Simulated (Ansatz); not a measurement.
Adsorption energy and surface dipole of H on the 1x1 (111) surface of fcc Pt, one in a 2x1 cell, started at the site 'bridge Pt-Pt (span 2.8 Å)', worked from the runs' numbers; total energies count from the potentials' own zero.

These are PBE (plane waves to 420 eV, PAW; Ansatz, a program for electronic structure) values and carry that method's errors.

Model: 9-atom slab, 6.9 Å thick at the start under the adsorbate (thin: gaps and levels are the slab's own), 6x12x1 mesh, Fermi-Dirac 0.1 eV, dipole correction, 4 atoms held, the rest relaxed; held to the start's symmetry, so lower structures may exist; no spin, no spin-orbit, no U, no dispersion correction. At the end it is bonded to 2 Pt. In PBE it is, or lies within 0.03 eV of, the lowest of the starts that converged.

```tsv
quantity	value
slab with the adsorbate	-100197.939 eV
clean slab, same cell and mesh	-100181.659 eV
reference, ½ H2(g)	-15.872 eV
area of the cell	13.65 Å²
change of the step from the bottom to the top vacuum level	-0.208 eV
```

### Question
What is the adsorption energy against this reference?

### Answer
E(slab + adsorbate) − E(slab) − E(reference) = -0.41 eV, so in this state the adsorbate is more stable than in the reference, at a coverage of 7.33 a nm².

### Question
What dipole does adsorption add to the slab along the outward normal (Helmholtz relation, ε₀ = 0.005526 e/(V·Å))?

### Answer
p = −ε₀·A·ΔV = 0.016 e·Å = 0.08 D; its positive end points to the vacuum, which lowers the vacuum level.
